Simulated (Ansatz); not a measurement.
**Effect of pressure 30 GPa on Hf**

The reference is Hf in the hcp (Mg type) structure (space group P6_3/mmc, No. 194; a = 3.1591 Å, c = 4.9999 Å).

Modification: cell and atoms relaxed at a pressure of 30 GPa.

Computed with Ansatz (a program for electronic structure) PBEsol, no spin-orbit coupling. Settings: 17×17×9 k-points, 0.05 eV Fermi–Dirac smearing.

* **Volume per atom**: 17.83 Å³ (base 21.61 Å³)
* **Density**: 16.62 g/cm³ (base 13.72 g/cm³)
* **Lattice parameter a**: 2.950 Å (base 3.159 Å)
* **c/a ratio**: 1.605 (base 1.583)
* **Shortest interatomic distance**: 2.916 Å (base 3.095 Å)
* **Enthalpy H = E + PV relative to the base's energy**: +3.65 eV/atom
* **Band gap**: zero (base zero)

Final structure:

```
CELL_PARAMETERS angstrom
      2.94978     0.00000     0.00000
     -1.47489     2.55459     0.00000
      0.00000     0.00000     4.73298
ATOMIC_POSITIONS crystal
  Hf 0.66667 0.33333 0.75000
  Hf 0.33333 0.66667 0.25000
```

Load acts through the strain it causes; cell and atoms are relaxed under it. No phonon test of stability was made. Competing high-pressure phases were not computed. All final runs are without spin polarisation.
